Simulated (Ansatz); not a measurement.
The reference is BN in the zinc blende structure (space group F-43m, No. 216; a = 3.6057 Å).

Computed with PBEsol/PAW in Ansatz (a quantum-chemistry and plane-wave program), no spin-orbit coupling.

For the base:

The electron mass is 0.89 mₑ along k, 0.29 mₑ across (at X).

One thing is altered: every lattice vector is stretched by 2.50 %; the atoms relax in the strained cell.

What does the calculation give for the electron mass after the change?

The electron mass goes from 0.89 mₑ along k, 0.29 mₑ across (at X) to 0.92 mₑ along k, 0.30 mₑ across (at X).

What happens to the mean gap deformation potential ΔEg/Δln V?

The mean gap deformation potential ΔEg/Δln V amounts to -1.1 eV.

Masses are band curvatures over ±0.01 Å⁻¹ around the edge. Along k means along the line from Γ to the band edge. Whether these cells are dynamically stable was not tested.
